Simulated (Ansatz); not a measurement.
**Convergence series on the (001) slab of C (cut from a parent of space group no. 227; 12 atoms in the cell)**

```
C
1.0
    2.51783     0.00000     0.00000
   -2.51783     2.51783     0.00000
    0.00000     0.00000    23.79200
C
12
Cartesian
 -1.25892   1.25892   7.89019
  0.00000   1.25892   7.00001
  0.00000   0.00000   9.67050
  1.25892   0.00000   8.78029
 -1.25892   1.25892  11.45090
  0.00000   1.25892  10.56070
  0.00000   0.00000  13.23130
  1.25892   0.00000  12.34110
 -1.25892   1.25892  15.01171
  0.00000   1.25892  14.12150
  0.00000   0.00000  16.79199
  1.25892   0.00000  15.90181
```

Method: PBE, PAW files (plane waves; Ansatz, an electronic-structure program).

The starting cell comes from a database of computed structures (which also holds hypothetical and non-ambient phases and stackings), without a prior relaxation at this level. The slab is cut from that crystal, and its faces are unrelaxed. Spin polarisation is off, though cut faces can carry moments; the slab shows no gap. In the base run, forces exceed 1 eV/Å.

Held fixed: basis.ecutwfc = 420 eV; kpoints.mp_grid.grid = 15 15 1; hamiltonian.xc = pbe; hamiltonian.pseudopotentials = {kind: paw} (the program's default PAW files); scf.occupations.method = cold; scf.occupations.width = 0.05 eV.

ΔF is the free energy per atom less that of the last row (28.0).

The series runs over vacuum between outermost atoms (Å) = 3.0; 4.0; 5.0; 6.0; 8.0; 10.0; 12.0; 14.0; 15.0; 18.0; 22.0; 28.0.

From which setting on does the energy stay within 5 meV/atom of the last one?

From vacuum between outermost atoms (Å) = 4.0 on; the one before it is off by 8.7 meV/atom.

From which setting on does the largest force stay within 0.005 eV/Å of the last one?

From vacuum between outermost atoms (Å) = 5.0 on; the one before it is off by 0.044 eV/Å. The value it settles on is 2.424 eV/Å at this level of theory and with the other settings as held.

```
vacuum between outermost atoms (Å)  ΔF (meV/atom)  largest force (eV/Å)  plane waves  iterations
----------------------------------  -------------  --------------------  -----------  ----------
3.0                                          -8.7                 2.618         1595           9
4.0                                         -1.95                 2.468         1711           9
5.0                                         -0.50                 2.423         1817          10
6.0                                         -0.13                 2.425         1957           9
8.0                                         -0.02                 2.424         2203           9
10.0                                        -0.02                 2.424         2467           9
12.0                                        -0.02                 2.424         2697           9
14.0                                        -0.01                 2.424         2927           9
15.0                                        -0.01                 2.424         3083           9
18.0                                        -0.02                 2.423         3429          10
22.0                                        -0.01                 2.424         3947          10
28.0                                         0.00                 2.424         4663          10
```

Keys are those of Ansatz 0.2.
